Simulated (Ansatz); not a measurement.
## NbSi2 under a change: Si → Al

Consider NbSi2 (space group P6_222, No. 180; a = 4.8105 Å, c = 6.6185 Å).

Perturbation: full substitution Si → Al; the structure is relaxed again.

Calculations: PBE (Ansatz, an electronic-structure program, PAW, without spin-orbit coupling). Settings: 11×11×7 k-points, 0.05 eV Fermi–Dirac smearing.

```
quantity                                   base           changed        shift
-----------------------------  ----------------  ----------------  -----------
volume per atom                        14.74 Å³          17.02 Å³     +2.28 Å³
density                              5.60 g/cm³        4.78 g/cm³  -0.82 g/cm³
lattice parameter a                     4.810 Å           5.025 Å    +0.2143 Å
c/a ratio                                 1.376             1.394       +0.018
space group                    P6_222 (No. 180)  P6_222 (No. 180)            –
shortest interatomic distance           2.575 Å           2.734 Å     +0.159 Å
band gap                                   zero              zero            –
```

Final structure:

```
CELL_PARAMETERS angstrom
      5.02479     0.00000     0.00000
     -2.51239     4.35159     0.00000
      0.00000     0.00000     7.00487
ATOMIC_POSITIONS crystal
  Nb 0.50000 0.00000 0.00000
  Nb 0.50000 0.50000 0.33333
  Nb 0.00000 0.50000 0.66667
  Al 0.17361 0.34722 0.00000
  Al 0.82639 0.17361 0.33333
  Al 0.65278 0.82639 0.66667
  Al 0.82639 0.65278 0.00000
  Al 0.17361 0.82639 0.33333
  Al 0.34722 0.17361 0.66667
```

Stability against distortions was not tested. As relaxed here, NbAl2 is a hypothetical phase, not in the database extracts checked. The final runs are not spin-polarised. An odd electron count without spin: NbAl2 and NbSi2. NbAl2 has a high density of states at the Fermi level and may be magnetic at this level.
